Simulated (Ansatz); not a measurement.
Model: Si(111) 1x1 surface, 6 top atoms, 3 bilayers, bottom bilayer H-capped and fixed, every top atom capped by H; cell 11.5 x 6.6 Å; two neighbouring H replaced by OH; about 7 Å thick over the host's atoms, 18 atoms held. All values below come from PBE-D3(BJ) (plane waves to 420 eV, PAW; Ansatz, a quantum-chemistry and plane-wave program). Sampling: 1x2x1 k points. The slab states were run without spin polarisation. A thicker slab, a larger cell or a denser mesh can move such energies by a tenth of an eV or more. No zero-point or entropy terms are included. Each state was relaxed from one prepared geometry.

End state of this step: H2O attacks the fragment of GeCl4 (once exchanged) and HCl forms. Atoms near the product:

```csv
atom,x (Å),y (Å),z (Å)
H(14),11.507,6.665,11.000
H(44),7.701,6.670,11.017
H(45),9.658,3.331,10.994
Ge(a0),6.052,2.919,12.740
Cl(a2),9.504,5.638,13.305
Cl(a3),5.531,0.874,13.082
Cl(a4),5.123,4.177,14.189
O(b0),7.833,3.049,12.902
H(b1),8.758,4.559,13.164
H(b2),8.206,2.229,13.275
```

Question: What energy does it take to move HCl into the gas, one a cell, with the surface relaxed behind it, and what are its closest contacts before it leaves?

Answer: 0.41 eV. Its closest contacts to the rest of the cell: H(b1)...O(b0) 1.79 Å, H(b1)...H(b2) 2.40 Å, H(b1)...H(45) 2.65 Å.
